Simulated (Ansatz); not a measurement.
# Convergence test for CuAs (P6_3/mmc, 4 atoms in the cell)

```
CuAs
1.0
    3.82971     0.00000     0.00000
   -1.91485     3.31663     0.00000
    0.00000     0.00000     4.96003
Cu As
2 2
Direct
  0.00000   0.00000   0.50000
  0.00000   0.00000   0.00000
  0.66667   0.33333   0.75000
  0.33333   0.66667   0.25000
```

Level of theory: LDA (PW92), default PAW files made with PBE (plane waves; Ansatz, a first-principles code).

The starting cell comes from a database of computed structures (which also holds hypothetical and non-ambient phases and stackings), without a prior relaxation at this level. Spin polarisation is off. In the base run, with a pressure of about -5 GPa the cell is away from its equilibrium volume at this level. Ansatz's pressure includes its estimate of the finite-basis (Pulay) stress. The run gives no clean gap (levels at the Fermi energy touch, overlap or are partly filled at this smearing), which alone does not show that the compound is a metal.

Held fixed: kpoints.mp_grid.grid = 13 13 9; hamiltonian.xc = lda; hamiltonian.pseudopotentials = {kind: paw} (the program's default PAW files); scf.occupations.method = cold; scf.occupations.width = 0.2 eV.

ΔF is the free energy per atom less that of the last row (840 eV).

The first pressure column holds Ansatz's estimate of the finite-basis (Pulay) stress, which hides part of the cutoff error; the other is without it.

The series runs over basis.ecutwfc = 170 eV; 210 eV; 250 eV; 295 eV; 335 eV; 380 eV; 420 eV; 485 eV; 545 eV; 630 eV; 735 eV; 840 eV.

Problem. From which setting on does the energy stay within 1 meV/atom of the last one?

Solution. From basis.ecutwfc = 485 eV on; the one before it is off by 1.8 meV/atom.

Problem. From which setting on does the pressure stay within 0.1 GPa of the last one?

Solution. From basis.ecutwfc = 380 eV on; the one before it is off by 0.22 GPa. The value it settles on is -5.45 GPa at this level of theory and with the other settings as held.

```json
[
 {"basis.ecutwfc": "170 eV", "ΔF (meV/atom)": "27995.8", "pressure (GPa)": "16.31", "pressure at a fixed set of plane waves (GPa)": "-1100.08", "plane waves": "305", "iterations": "9"},
 {"basis.ecutwfc": "210 eV", "ΔF (meV/atom)": "7010.2", "pressure (GPa)": "-8.40", "pressure at a fixed set of plane waves (GPa)": "-359.49", "plane waves": "449", "iterations": "9"},
 {"basis.ecutwfc": "250 eV", "ΔF (meV/atom)": "1613.9", "pressure (GPa)": "-7.38", "pressure at a fixed set of plane waves (GPa)": "-112.61", "plane waves": "565", "iterations": "8"},
 {"basis.ecutwfc": "295 eV", "ΔF (meV/atom)": "242.4", "pressure (GPa)": "-4.50", "pressure at a fixed set of plane waves (GPa)": "-27.35", "plane waves": "745", "iterations": "8"},
 {"basis.ecutwfc": "335 eV", "ΔF (meV/atom)": "31.2", "pressure (GPa)": "-5.23", "pressure at a fixed set of plane waves (GPa)": "-9.02", "plane waves": "879", "iterations": "7"},
 {"basis.ecutwfc": "380 eV", "ΔF (meV/atom)": "3.7", "pressure (GPa)": "-5.40", "pressure at a fixed set of plane waves (GPa)": "-5.71", "plane waves": "1023", "iterations": "7"},
 {"basis.ecutwfc": "420 eV", "ΔF (meV/atom)": "1.76", "pressure (GPa)": "-5.44", "pressure at a fixed set of plane waves (GPa)": "-5.50", "plane waves": "1229", "iterations": "7"},
 {"basis.ecutwfc": "485 eV", "ΔF (meV/atom)": "0.71", "pressure (GPa)": "-5.45", "pressure at a fixed set of plane waves (GPa)": "-5.48", "plane waves": "1529", "iterations": "7"},
 {"basis.ecutwfc": "545 eV", "ΔF (meV/atom)": "0.35", "pressure (GPa)": "-5.45", "pressure at a fixed set of plane waves (GPa)": "-5.46", "plane waves": "1825", "iterations": "7"},
 {"basis.ecutwfc": "630 eV", "ΔF (meV/atom)": "0.14", "pressure (GPa)": "-5.45", "pressure at a fixed set of plane waves (GPa)": "-5.46", "plane waves": "2235", "iterations": "7"},
 {"basis.ecutwfc": "735 eV", "ΔF (meV/atom)": "0.02", "pressure (GPa)": "-5.45", "pressure at a fixed set of plane waves (GPa)": "-5.46", "plane waves": "2871", "iterations": "7"},
 {"basis.ecutwfc": "840 eV", "ΔF (meV/atom)": "0.00", "pressure (GPa)": "-5.45", "pressure at a fixed set of plane waves (GPa)": "-5.46", "plane waves": "3497", "iterations": "7"}
]
```

Keys are those of Ansatz 0.2.
